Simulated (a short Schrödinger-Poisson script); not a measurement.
Gated Al0.25Ga0.75As/GaAs δ-doped gas

Stack: gated Al0.25Ga0.75As/GaAs δ-doped gas, at 20 K.

```csv
layer,material,thickness (nm),Na (cm⁻³)
1,Al0.25Ga0.75As,15,-
2,Al0.25Ga0.75As,2,-
3,GaAs,6000,8e15
```

The device is made up for the run: typed textbook-type constants, with dimensions and the other settings drawn at random. Al0.25Ga0.75As: permittivity 12.19, conduction-band edge (eV) 0.198, gap (eV) 1.736, electron mass (mₑ) 0.0878, Nv at 300 K (cm⁻³) 9e18. GaAs: permittivity 12.9, conduction-band edge (eV) 0, gap (eV) 1.424, Nv at 300 K (cm⁻³) 9e18.

Channel valleys (confinement mass, in-plane density-of-states mass, number): Γ 0.067, 0.067, 1. At the gate the conduction-band edge of layer 1 lies 0.95 eV − eVg above the Fermi level of the channel; the field vanishes at the back. Sheet of ionised δ-doping: +2.9e12 e/cm² at 15 nm from the gate. The barrier under the gate holds no holes. Gaps are held at their typed values at every temperature. Mesh 0.08 nm at interfaces.

Solved with a short Schrödinger-Poisson script written for these runs: 1D Poisson equation in equilibrium, electrons quantum, Hartree (BenDaniel-Duke, 40 states a valley, the channel's in-plane mass for all, wave functions free to enter the barrier), parabolic valleys, classical holes, full ionisation, no traps, pinning or gate leakage.

```csv
Vg (V),electrons (cm⁻²),in the channel layer,C (μF/cm²),Γ E0 (meV),Γ E1 (meV)
0.5,7.39e11,6.95e11,0.509,-26.4,26.8
0.4,4.26e11,4.06e11,0.498,-15.2,35.1
0.3,1.20e11,1.16e11,0.480,-4.1,42.9
```

Gate voltages with under 1e6 electrons/cm² are left out.

Subbands count from the Fermi level.
